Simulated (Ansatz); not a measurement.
# A computed series for hypothetical P4_2/mnm BP: pressure series

Consider BP (space group P4_2/mnm, No. 136; a = 5.532 Å, c = 3.187 Å; a hypothetical phase, not in the database extracts checked).

Cell and atoms are relaxed at each pressure.

Levels (all Ansatz, a program for electronic structure, PAW): PBEsol (420 eV, no spin-orbit coupling); HSE06 (420 eV, no SOC).

Band gaps by level, all at the geometries relaxed with PBEsol:

```json
[
 {"case": "base", "PBEsol": "0.26 eV", "HSE06": "1.05 eV"},
 {"case": "pressure −2 GPa", "PBEsol": "0.31 eV", "HSE06": "(withheld)"},
 {"case": "pressure −1 GPa", "PBEsol": "0.29 eV", "HSE06": "1.07 eV"},
 {"case": "pressure 0.3 GPa", "PBEsol": "0.26 eV", "HSE06": "(withheld)"},
 {"case": "pressure 0.7 GPa", "PBEsol": "0.25 eV", "HSE06": "1.03 eV"},
 {"case": "pressure 1.5 GPa", "PBEsol": "0.23 eV", "HSE06": "(withheld)"},
 {"case": "pressure 5 GPa", "PBEsol": "0.14 eV", "HSE06": "0.92 eV"},
 {"case": "pressure 10 GPa", "PBEsol": "zero", "HSE06": "(withheld)"}
]
```

Task: Some entries are withheld; estimate them.

Result: 
- pressure −2 GPa, HSE06: 1.10 eV
- pressure 0.3 GPa, HSE06: 1.04 eV
- pressure 1.5 GPa, HSE06: 1.01 eV
- pressure 10 GPa, HSE06: 0.81 eV

Single points use the geometry relaxed with PBEsol. HSE06 was sampled on its mesh, a few special points and the semilocal edge points, so its gap is an upper bound. Load acts through the strain it causes; cell and atoms are relaxed under it. Stability against distortions was not tested. Competing high-pressure phases were not computed. All final runs are without spin polarisation. Gaps under 0.05 eV, about the width of the smearing, are given as zero. A zero or small gap of BP can be the functional's error rather than a property of the material.
